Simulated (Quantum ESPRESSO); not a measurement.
A short convergence ladder for NiRh (R-3m, 2 atoms in the cell)

```
CELL_PARAMETERS angstrom
      1.31807    -0.76099     4.12404
      0.00000     1.52198     4.12404
     -1.31807    -0.76099     4.12404
ATOMIC_POSITIONS crystal
  Ni 0.00000 0.00000 0.00000
  Rh 0.50000 0.50000 0.50000
```

Base method: LDA (PZ), GBRV 1.5 ultrasoft (LDA) pseudopotentials (plane waves; Quantum ESPRESSO 7.5).

Base settings: ecutwfc = 50 Ry; ecutrho = 400 Ry; occupations = smearing; smearing = gaussian; degauss = 0.0073499 Ry; potentials = {Ni: ni_lda_v1.4.uspp.F.UPF, Rh: rh_lda_v1.4.uspp.F.UPF}; K_POINTS = automatic 7 7 7 0 0 0; conv_thr = 1e-09 Ry.

**Zone-centre phonons against the cutoff**

In this ladder: ph.x.tr2_ph = 1e-14; ph.x.fildyn = dyn.G; dynmat.x.fildyn = dyn.G; dynmat.x.asr = simple. Moved along: ecutrho.

The mesh stays at the base's, so the ladder's end is converged at best in this setting alone.

Frequencies are those of the unrelaxed cell, without the LO-TO term of polar crystals.

Only quantities that move along the ladder and can be compared are tabulated.

| ecutwfc | highest zone-centre frequency (cm⁻¹) |
|---|---|
| 25 Ry | 127.8 |
| 35 Ry | 263.4 |
| 42 Ry | 255.6 |
| 50 Ry | 255.8 |
| 60 Ry | 255.7 |

Coarsest ecutwfc that holds the highest zone-centre frequency within 5 cm⁻¹ of the last step, with all finer ones: 42 Ry; the step before is off by 7.7 cm⁻¹.

On the base run: the starting cell comes from a database of computed structures (which also holds hypothetical and non-ambient phases and stackings), without a prior relaxation at this level. Its lattice was rescaled by up to half a per cent. Spin polarisation is off. In the base run, with a pressure of about -13 GPa the cell is away from its equilibrium volume at this level. Without a gap this mesh is coarse (it stands for a supercell whose shortest vector is 18 Å).
